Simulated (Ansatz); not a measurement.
## ZnO: pressure 0.9 GPa

Take ZnO in the wurtzite structure (space group P6_3mc, No. 186; a = 3.280 Å, c = 5.293 Å) as the base.

One thing is altered: cell and atoms relaxed at a pressure of 0.9 GPa.

The values are results of PBE (Ansatz, an electronic-structure program, PAW, no spin-orbit coupling), not measurements. Settings: 12×12×6 k-points, 0.05 eV Fermi–Dirac smearing.

```json
[
 {"quantity": "density", "base": "5.48 g/cm³", "changed": "5.52 g/cm³", "shift": "+0.04 g/cm³"},
 {"quantity": "lattice parameter a", "base": "3.280 Å", "changed": "3.272 Å", "shift": "-0.008 Å"},
 {"quantity": "c/a ratio", "base": "1.614", "changed": "1.614", "shift": "0.000"},
 {"quantity": "shortest interatomic distance", "base": "1.999 Å", "changed": "1.994 Å", "shift": "-0.0044 Å"},
 {"quantity": "band gap", "base": "0.74 eV", "changed": "0.75 eV", "shift": "+0.01 eV"},
 {"quantity": "gap character", "base": "direct at Γ", "changed": "direct at Γ", "shift": "–"},
 {"quantity": "width of the top valence band", "base": "1.71 eV", "changed": "1.72 eV", "shift": "+0.016 eV"},
 {"quantity": "electron mass", "base": "0.14 mₑ (at Γ)", "changed": "0.14 mₑ (at Γ)", "shift": "–"},
 {"quantity": "valence-band top at Γ (three highest levels, from the VBM)", "base": "0.00, 0.00, -0.08 eV", "changed": "0.00, 0.00, -0.08 eV", "shift": "–"}
]
```

Final structure:

```yaml
crystal:
  lattice:
    - [3.27205, 0.00000, 0.00000]
    - [-1.63602, 2.83368, 0.00000]
    - [0.00000, 0.00000, 5.28162]
  atoms:
    - { symbol: Zn, position: [0.66667, 0.33333, 0.00210] }
    - { symbol: Zn, position: [0.33333, 0.66667, 0.50210] }
    - { symbol: O, position: [0.66667, 0.33333, 0.62310] }
    - { symbol: O, position: [0.33333, 0.66667, 0.12310] }
```

Load acts through the strain it causes; cell and atoms are relaxed under it. Effective masses come from finite differences of ±0.01 Å⁻¹. Whether these cells are dynamically stable was not tested.
